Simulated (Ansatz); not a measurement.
A computed series for Ni2Si: response to strain

Start from Ni2Si (space group Pnma, No. 62; a = 5.021 Å, b = 3.731 Å, c = 7.076 Å; non-magnetic). Axes: x, y, z lie along a, b, c of the conventional cell.

Strains are applied to the cell and any free atomic positions relax; under biaxial strain the out-of-plane vector relaxes too; under stress the whole cell relaxes.

Level of theory: PBE (Ansatz, a quantum-chemistry and plane-wave program, PAW, without spin-orbit coupling), earlier PAW set.

Notes on the quantities. energy relative to the base: free energy F; pressure: mean of the normal stresses, compression positive.

| change | shortest interatomic distance | energy relative to the base | pressure |
|---|---|---|---|
| base | 2.311 Å | 0 meV/atom | 0.0 GPa |
| biaxial strain −1.88 %, plane normal [001], relaxed out of plane | 2.304 Å | – | 3.7 GPa |
| uniaxial strain ε_xx = +1.06 % | 2.309 Å | +0.8 meV/atom | -1.7 GPa |
| uniaxial strain ε_xx = +2.20 % | 2.307 Å | +3.4 meV/atom | -3.4 GPa |
| uniaxial stress, 2 GPa compression along z | 2.294 Å | +0.6 meV/atom | – |

Without a gap, meshes like the base's 8×10×6 leave anisotropic stresses uncertain by several tenths of a GPa, and small strain energies with them. Beyond what the load breaks, stability against distortions was not tested. Seeded moments were not kept for the base. All final runs are without spin polarisation.
